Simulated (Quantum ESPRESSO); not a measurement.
**Zone-centre phonon calculation of a sheet of SnO (4 atoms in the cell) at several settings**

```
SnO
1.0
    3.65515     0.00000     0.00000
    0.00000     3.65515     0.00000
    0.00000     0.00000    16.22535
Sn O
2 2
Direct
  0.50000   0.00000   0.56858
  0.00000   0.50000   0.43142
  0.00000   0.00000   0.50000
  0.50000   0.50000   0.50000
```

Base: PBE, GBRV 1.5 ultrasoft (PBE) pseudopotentials (Quantum ESPRESSO). Its settings: ecutwfc = 40 Ry; ecutrho = 200 Ry; occupations = smearing; smearing = marzari-vanderbilt; degauss = 0.019992 Ry; potentials = {Sn: sn_pbe_v1.4.uspp.F.UPF, O: o_pbe_v1.2.uspp.F.UPF}; K_POINTS = automatic 7 7 1 0 0 0; conv_thr = 1e-10 Ry; mixing_beta = 0.2.

Each line gives the change from the base single point and the result:

- ecutwfc: 40 Ry → 28 Ry; ecutrho: 200 Ry → 140 Ry; ph.x.tr2_ph: default → 1e-14; ph.x.fildyn: default → dyn.G; dynmat.x.fildyn: default → dyn.G; dynmat.x.asr: default → crystal: pressure averaged over the cell with its vacuum -2.24 GPa; largest force (vector length) 2.829 eV/Å; zone-centre frequencies (cm⁻¹; negative means imaginary) 0, 0, 0, 129, 129, 235, 379, 379, 412, 543, 543, 588.
- occupations: smearing → fixed; smearing: marzari-vanderbilt → default; degauss: 0.019992 Ry → default; nbnd: default → 22; ph.x.tr2_ph: default → 1e-14; ph.x.fildyn: default → dyn.G; dynmat.x.fildyn: default → dyn.G; dynmat.x.asr: default → crystal: pressure averaged over the cell with its vacuum 5.35 GPa; largest force (vector length) 2.853 eV/Å; zone-centre frequencies (cm⁻¹; negative means imaginary) 0, 0, 0, 130, 130, 235, 379, 379, 411, 553, 553, 589.
- ph.x.tr2_ph: default → 1e-14; ph.x.fildyn: default → dyn.G; dynmat.x.fildyn: default → dyn.G; dynmat.x.asr: default → crystal: zone-centre frequencies (cm⁻¹; negative means imaginary) 0, 0, 0, 130, 130, 235, 379, 379, 412, 553, 553, 589.

The starting cell was generated: these elements placed on a structure prototype, without a prior relaxation; it need not be a known phase or ordering of this composition. Its lattice was rescaled in the plane by a random factor within 2.5 % of one. In the base run, forces exceed 1 eV/Å.

Frequencies and response belong to this unrelaxed cell, and polar modes hold no LO-TO splitting.
